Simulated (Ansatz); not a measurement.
**A computed series for PtGe: pressure series**

Start from PtGe (space group Pnma, No. 62).

PtGe is modelled in the orthorhombic space group Pnma (No. 62), Pearson symbol oP8. Lattice parameters: a = 5.772 Å, b = 3.713 Å, c = 6.129 Å, α = β = γ = 90.00°. Pt on 4c is surrounded by 6 Ge at 2.480–2.685 Å. Ge on 4c is surrounded by 6 Pt at 2.480–2.685 Å. (Neighbours: up to the widest gap in distance over summed covalent radii, below 1.35, at either atom; cation-cation and far metal-metal contacts left out.)

Cell and atoms are relaxed at each pressure.

Calculations: Ansatz (a first-principles code), r2SCAN, PAW, cutoff 500 eV, scalar-relativistic without spin-orbit coupling.

```json
[
 {"P (GPa)": "0.30", "V (Å³/atom)": "16.388"},
 {"P (GPa)": "0.70", "V (Å³/atom)": "16.348"},
 {"P (GPa)": "1.50", "V (Å³/atom)": "16.268"},
 {"P (GPa)": "2.99", "V (Å³/atom)": "16.127"},
 {"P (GPa)": "5.00", "V (Å³/atom)": "15.949"},
 {"P (GPa)": "7.50", "V (Å³/atom)": "15.744"},
 {"P (GPa)": "10.00", "V (Å³/atom)": "15.554"}
]
```

### Question
Fit a third-order Birch–Murnaghan equation of state.

### Answer
Least squares on P(V) = (3B₀/2)[(V₀/V)^(7/3) − (V₀/V)^(5/3)]·[1 + (3/4)(B₀′ − 4)((V₀/V)^(2/3) − 1)] gives V₀ = 16.42 Å³/atom, B₀ = 159 GPa and B₀′ = 5.6.

Load acts through the strain it causes; cell and atoms are relaxed under it. Stability against distortions was not tested. Competing high-pressure phases were not computed. All final runs are without spin polarisation.
